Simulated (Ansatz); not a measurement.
Base system: ZnO in the wurtzite structure (space group P6_3mc, No. 186; a = 3.187 Å, c = 5.153 Å).

Method: Kohn–Sham DFT with the LDA functional, run in Ansatz (an electronic-structure program) with PAW and 420 eV plane waves, without spin-orbit coupling.

Before the change:

- Electron mass: 0.15 mₑ (at Γ)
- Pressure: 0.00 GPa

Modification: the cell is scaled by 0.9820 in all directions, atoms relaxed at fixed cell.

Q: What happens to the mean gap deformation potential ΔEg/Δln V, electron mass and pressure?

A: The mean gap deformation potential ΔEg/Δln V comes out as -1.5 eV; the electron mass changes from 0.15 mₑ (at Γ) to 0.16 mₑ (at Γ); the pressure (mean of the normal stresses, compression positive) goes from zero to 9.91 GPa.

The cells carry an imposed strain or load. Masses are band curvatures over ±0.01 Å⁻¹ around the edge. Whether these cells are dynamically stable was not tested.
